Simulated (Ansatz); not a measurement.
An Ansatz (a quantum-chemistry and plane-wave program) run: hypothetical Pm-3n C with a change (uniaxial strain ε_yy = −0.88 %); Ansatz PBE, no spin-orbit coupling.

Input:

Ansatz 0.2 input:
```yaml
crystal:
  lattice:
    - [3.8767563657, 0, 0]
    - [0, 3.8426409097, 0]
    - [0, 0, 3.8767563657]
  atoms:
    - { symbol: C, position: [0.25, 0, 0.5] }
    - { symbol: C, position: [0.75, 0, 0.5] }
    - { symbol: C, position: [0, 0.5, 0.25] }
    - { symbol: C, position: [0, 0.5, 0.75] }
    - { symbol: C, position: [0.5, 0.25, 0] }
    - { symbol: C, position: [0.5, 0.75, 0] }
    - { symbol: C, position: [0, 0, 0] }
    - { symbol: C, position: [0.5, 0.5, 0.5] }
basis: { ecutwfc: 420, ecutrho_ratio: 4, xc_grid: 2, fft_grid_basis: typed }
kpoints: { mp_grid: { grid: [12, 12, 12] } }
hamiltonian:
  xc: pbe
  dispersion: none
  pseudopotentials: { kind: paw }
scf: { occupations: { method: fermi_dirac, width: 0.05 }, convergence: { dr2_threshold: 0.0000000008 } }
relax: { f_tol: 0.005, max_steps: 50 }
output: { forces: true, stress: true }
checkpoint: { write: state.ck, write_every: 1000 }
```

Output (explanatory and most iteration lines left out):

```
Relaxation: its limit of steps is 50 (relax.max_steps)
Pseudopotential: C, paw, valence charge 4
Crystal: 8 atoms, lattice volume = 57.752 Å³
Basis set: ecut = 420 eV, 1141 PW (Γ), exchange–correlation on 54×54×54 points (8 copies of the dense FFT grid, shifted against one another)
Bands: 24, of which v1, the nominal top of the filled ones, is band 16 counted from 1 (15 counted from 0)
Symmetry: 16 space group operations
Space group: P42/mmc (ITA 131), of the structure as read, at distance tolerance 3.9e-5 Å
k-points: 196 of 1728
Functional: x = pbe(κ = 0.804, μ = 0.2195149727645171), c = pbe(β = 0.06672455060314922)
SCF iter   1: F=—  HF=-1971.064966 eV  |F-HF|=—  |Δ(HF+E_count)|=         —  Δρ=5.78e-3  dr2=2.26e-2  ethr=1.77e-3  ⟨swp⟩=4.4  Hψ=18687  notcnv=0
SCF iter   2: F=—  HF=-1971.061601 eV  |F-HF|=—  |Δ(HF+E_count)|=   3.36e-3  Δρ=2.47e-3  dr2=3.74e-3  ethr=7.06e-5  ⟨swp⟩=1.0  Hψ=6280  notcnv=0  defer=19
SCF 1 converged in 6 iterations: F = -1971.061567 eV  dr2 = 3.66e-10
relax step   1: F+E_penalty+E_count = -1971.06156686 eV  Δ(F+E_penalty+E_count) = +0.000e0 eV  max|allowed force component| = 2.252e-3 eV/Å  Δτ_max = 0.0000 Å  (6 SCF iters, accepted)
SCF converged after 6 iterations
Free energy (F): -1971.061567 eV
Internal energy: -1971.034073 eV  (E = F + TS)
E sigma→0 (E₀):  -1971.047820 eV
Entropy (-TS):   -0.027494 eV (-3.437 meV/atom)
Fermi energy:    10.566811 eV
--- Forces (eV/Å), atoms counted from 1 ---
  atom   1  C     -0.00225158     0.00000000     0.00000000
  atom   2  C      0.00225158    -0.00000000     0.00000000
  atom   3  C      0.00000000    -0.00000000     0.00225158
  atom   4  C     -0.00000000     0.00000000    -0.00225158
  atom   5  C      0.00000000    -0.00000000     0.00000000
  atom   6  C     -0.00000000     0.00000000     0.00000000
  atom   7  C     -0.00000000     0.00000000     0.00000000
  atom   8  C     -0.00000000    -0.00000000    -0.00000000
--- Stress (GPa, compression-positive) ---
        1.682413       0.000000       0.000000
        0.000000       0.652587       0.000000
        0.000000      -0.000000       1.682413
  P = ⅓ Tr σ = 1.3391 GPa (13.391 kbar)
--- Relaxed structure (1 steps of the walk, 1 accepted, 0 SCFs on fresh bases) ---
  atoms:
    - { symbol: C, position: [0.24999999999999997, 0.0, 0.49999999999999994] }
    - { symbol: C, position: [0.7499999999999999, 0.0, 0.49999999999999994] }
    - { symbol: C, position: [0.0, 0.5000000000000001, 0.24999999999999997] }
    - { symbol: C, position: [0.0, 0.5000000000000001, 0.7499999999999999] }
    - { symbol: C, position: [0.49999999999999994, 0.25000000000000006, 0.0] }
    - { symbol: C, position: [0.49999999999999994, 0.7500000000000001, 0.0] }
    - { symbol: C, position: [0.0, 0.0, 0.0] }
    - { symbol: C, position: [0.49999999999999994, 0.5000000000000001, 0.49999999999999994] }
```

Without a gap, meshes like the base's 12×12×12 leave anisotropic stresses uncertain by several tenths of a GPa, and small strain energies with them. No phonon test of stability was made. The cell was made from C (space group Pm-3n, No. 223; a hypothetical phase, not in the database extracts checked) by this change: uniaxial strain ε_yy = −0.88 %.
